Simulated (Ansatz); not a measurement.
Here is the system:

```xyz
8
Lattice="6.7278 -1.8326 0.0000 6.7278 1.8326 0.0000 -2.9253 0.0000 5.5671" Properties=species:S:1:pos:R:3 pbc="T T T"
Zn     6.0640     0.0000     0.7775
Zn    -1.9519     0.0000     3.7368
Zn     1.5680     0.0000     3.4357
Zn    10.1010     0.0000     0.4178
S      9.4868     0.0000     2.7038
O      1.3496     0.0000     5.4376
S     -0.3739     0.0000     2.1180
S      5.0587     0.0000     5.0352
```

No spin polarisation.

A single point on ZnO with a change (x(S) = 0.75, 8 atoms, Cm), its geometry relaxed with PBEsol.

All numbers come from r2SCAN (Ansatz, an electronic-structure program, PAW, spin-orbit coupling left out). Γ-centred 9×9×6 mesh, Fermi–Dirac width 0.05 eV.

**Question.** Predict the pressure, band gap, gap character and width of the top valence band.

**Answer.** The pressure comes out as 1.38 GPa, the band gap is 1.22 eV and the gap character (in this cell's own zone, which can be folded) is direct at Γ. The width of the top valence band is 1.60 eV.

Single points use the geometry relaxed with PBEsol. No phonon test of stability was made. The cell was made from ZnO by this change: x(S) = 0.75, 8 atoms, Cm.
